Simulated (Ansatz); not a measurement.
Take Cu in the fcc (Cu type) structure (space group Fm-3m, No. 225; relaxed with 0.1 eV smearing) as the base.

```yaml
crystal:
  lattice:
    - [0.00000, 1.81494, 1.81494]
    - [1.81494, 0.00000, 1.81494]
    - [1.81494, 1.81494, 0.00000]
  atoms:
    - { symbol: Cu, position: [0.00000, 0.00000, 0.00000] }
```

Cartesian axes are those of the cell as printed.

Computed with Kohn–Sham DFT with the PBE functional, run in Ansatz (a first-principles code) with PAW and 420 eV plane waves, no spin-orbit coupling.

Now apply this change: every lattice vector is stretched by 1.16 %, atoms relaxed at fixed cell.

**Question.** Predict the stress tensor and what it implies for the stiffness.

**Answer.** Stress of the strained cell less that of the base (GPa, compression positive):
```
   -4.5     0.0     0.0
    0.0    -4.5     0.0
    0.0     0.0    -4.5
```

Then B = −ΔP/(ΔV/V₀) with ΔV/V₀ = 0.0352 gives secant stiffness values (nonlinear terms included at this strain): B ≈ 127 GPa.

As a check, the harmonic strain energy −½ V₀ Δσ:ε is 5.8 meV/atom; the computed energy rise is 6.1 meV/atom.

Whether these cells are dynamically stable was not tested. All final runs are without spin polarisation.
